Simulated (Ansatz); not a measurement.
# What Tl → Fe does to Tl

Take Tl in the hcp (Mg type) structure (space group P6_3/mmc, No. 194; a = 3.4587 Å, c = 5.5234 Å) as the base.

Now apply this change: Fe takes the place of Tl on all its sites; the structure is relaxed again.

Method: Kohn–Sham DFT with the PBEsol functional, run in Ansatz (an electronic-structure program) with PAW and 420 eV plane waves, scalar-relativistic without spin-orbit coupling, earlier PAW set. Γ-centred 22×22×12 mesh, Fermi–Dirac width 0.05 eV, for the changed cell.

The volume per atom shrinks by 18.80 Å³ (28.61 Å³ → 9.81 Å³) and the density drops by 2.41 g/cm³, from 11.86 g/cm³ to 9.45 g/cm³. The lattice parameter a falls by 1.030 Å to 2.429 Å and the c/a ratio falls by 0.015 (1.597 → 1.582). The space group remains P6_3/mmc (No. 194) and the shortest interatomic distance falls by 1.030 Å to 2.378 Å. The band gap remains zero.

Final structure:

```
CELL_PARAMETERS angstrom
      2.42872     0.00000     0.00000
     -1.21436     2.10333     0.00000
      0.00000     0.00000     3.84119
ATOMIC_POSITIONS crystal
  Fe 0.33333 0.66667 0.75000
  Fe 0.66667 0.33333 0.25000
```

Stability against distortions was not tested. For Fe in this form, whether it has been made was not checked. Seeded moments were not kept for Tl → Fe. The final runs are not spin-polarised. This is not the structure that Fe has at room temperature and ambient pressure.
